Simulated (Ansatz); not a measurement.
**Band edges of zincblende ZnS (F-43m) under hydrostatic pressure**

Cell and atoms are relaxed with PBEsol to each stress (compression positive); bands and masses by r2SCAN with spin-orbit coupling, rigid bands (plane waves, PAW; Ansatz, a quantum-chemistry and plane-wave program).

Space group F-43m (No. 216); a = b = c = 5.357 Å, α = β = γ = 90.00°

```csv
atom,site,symmetry,x,y,z
Zn,4a,-43m,0.0000,0.0000,0.0000
S,4d,-43m,0.7500,0.7500,0.7500
```
(The calculation used a cell of 2 atoms; values per cell refer to that cell.)

```
stress (GPa)  ln(V/V₀) (%)  gap (eV)  mean mₑ*
------------  ------------  --------  --------
-3.00                 4.16     2.578      0.20
-2.00                 2.69     2.647      0.20
-1.00                 1.30     2.709      0.21
0                        0     2.770      0.21
1.00                 -1.24     2.828      0.21
2.00                 -2.40     2.883      0.21
4.00                 -4.57     2.986      0.22
6.00                 -6.57     3.081      0.22
```

 Masses are conductivity masses at 300 K in electron masses, harmonic means over x, y and z.

Question: Estimate the bulk modulus from the two loads next to zero.

Answer: B ≈ −Δp/Δln V = 2.00 GPa/2.54 % = 79 GPa (PBEsol), a mean over this interval.

Question: How fast does the gap move on either side of zero load?

Answer: Under tension, (2.709 − 2.770) eV over -1.00 GPa = 61 meV/GPa, or about -4.7 eV per unit ln V; under compression, (2.828 − 2.770) eV over 1.00 GPa = 58 meV/GPa, or about -4.7 eV per unit ln V. The two slopes part by 3 meV/GPa; gaps are resolved to about 0.01 eV, which allows 20 meV/GPa, so these rows don't tell them apart.

Masses are those of dilute carriers in rigid bands with one relaxation time, without polarons. Third decimals of gaps are kept for the arithmetic. Every relaxation keeps the zincblende phase (space group F-43m under this load), so a transition, a distortion that breaks the symmetry or fracture can't show.
